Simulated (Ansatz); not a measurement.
Bond-angle distributions (per cent of the angles at each element, bins of 10°) of a relaxed model of amorphous In₂₄O₃₇Na₂ at 6.33 g/cm³. Method: PBE, scalar-relativistic without spin-orbit coupling (plane waves to 420 eV, PAW; Ansatz, a first-principles code).

Preparation: random packing, a CHGNet melt and quench, and a DFT relaxation. O atoms were pushed apart under 1.9 Å during the dynamics, to hinder bonds among them. The hot cell started wider than the set density and was brought back towards it in steps. It is the lowest in DFT energy of 2 quenches. It is a model cell: composition and starting density were chosen by hand, and all elements were melted together. No dispersion term was used. Its density started from a set value of 6.32 and ended at 6.33 g/cm³. The simulated quench (nominally 330 K/ps over its main leg) is rapid and tends to freeze in more defects than a deposited or slowly cooled glass has. A cell of this size samples the disorder only roughly. Volume and shape were free in the relaxation.

Neighbours within In-In 3.12 Å, In-O 2.74 Å, In-Na 3.39 Å, O-O 1.58 Å, O-Na 2.78 Å, Na-Na 3.65 Å count as bonded. Two cations that share two anions don't count as bonded, nor two that share one unless they lie closer than In-In 3.04 Å, In-Na 3.30 Å, Na-Na 3.55 Å.

```json
[
 {"angle (°)": "50-60", "at In": "0", "at O": "0"},
 {"angle (°)": "60-70", "at In": "1", "at O": "0"},
 {"angle (°)": "70-80", "at In": "16", "at O": "1"},
 {"angle (°)": "80-90", "at In": "23", "at O": "11"},
 {"angle (°)": "90-100", "at In": "17", "at O": "29"},
 {"angle (°)": "100-110", "at In": "12", "at O": "16"},
 {"angle (°)": "110-120", "at In": "6", "at O": "17"},
 {"angle (°)": "120-130", "at In": "4", "at O": "11"},
 {"angle (°)": "130-140", "at In": "2", "at O": "8"},
 {"angle (°)": "140-150", "at In": "3", "at O": "5"},
 {"angle (°)": "150-160", "at In": "6", "at O": "0"},
 {"angle (°)": "160-170", "at In": "6", "at O": "1"},
 {"angle (°)": "170-180", "at In": "3", "at O": "0"}
]
```

They go with these counts of neighbours within the cut-offs, cation contacts included: In mean 5.5, most often 6; O mean 3.9, most often 4.
